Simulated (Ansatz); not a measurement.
N vacancy in beta Si3N4: one set of geometries, relaxed with PBE, evaluated in Ansatz (PAW, plane waves to 420 eV, 500 eV under r2SCAN) with PBE, r2SCAN.

Cell and caveats: 84-site cell; 2×2×2 shifted k-points; start: the N(1,3-fold) site; charged states image-corrected; energies good to tenths of an eV; flagged in the runs: a doubtful potential alignment, a host whose relaxation on this sampling wasn't shown to rest, a strain field that reaches the edge of the cell.

```json
[
 {"quantity": "host gap (eV)", "PBE": "4.25", "r2SCAN": "[?]"},
 {"quantity": "ε(+1/0) above the VBM (eV)", "PBE": "1.94", "r2SCAN": "[?]"},
 {"quantity": "ε(0/−1) above the VBM (eV)", "PBE": "2.27", "r2SCAN": "[?]"},
 {"quantity": "neutral formation energy against N2 molecule in a box (eV)", "PBE": "5.15", "r2SCAN": "[?]"},
 {"quantity": "largest moment on one atom at charge 0 (μB)", "PBE": "0.09", "r2SCAN": "[?]"}
]
```

### Question
Given the lower rungs, what does r2SCAN give?

### Answer

- host gap (eV), r2SCAN: 4.90
- ε(+1/0) above the VBM (eV), r2SCAN: 2.19
- ε(0/−1) above the VBM (eV), r2SCAN: 2.71
- neutral formation energy against N2 molecule in a box (eV), r2SCAN: 5.86
- largest moment on one atom at charge 0 (μB), r2SCAN: 0.10

Ansatz is a first-principles code.
